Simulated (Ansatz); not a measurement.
Start from GaP in the zinc blende structure (space group F-43m, No. 216).

```
CELL_PARAMETERS angstrom
      0.00000     2.69570     2.69570
      2.69570     0.00000     2.69570
      2.69570     2.69570     0.00000
ATOMIC_POSITIONS crystal
  Ga 0.00000 0.00000 0.00000
  P  0.25000 0.25000 0.25000
```

Cartesian axes are those of the cell as printed.

All numbers come from LDA (Ansatz, a program for electronic structure; PAW; 420 eV plane waves; no spin-orbit coupling).

Base values:

| Item | Value |
|---|---|
| Smallest direct gap | 1.88 eV |

The change: biaxial strain −2.50 %, plane normal [001], relaxed out of plane (Cartesian); in-plane vectors clamped, the third vector and the atoms free.

Task: What happens to the ratio −ε⊥/ε∥ and smallest direct gap?

Result: The ratio −ε⊥/ε∥ amounts to 0.88; the smallest direct gap rises by 0.12 eV, from 1.88 eV to 2.00 eV.

Stability against distortions was not tested.
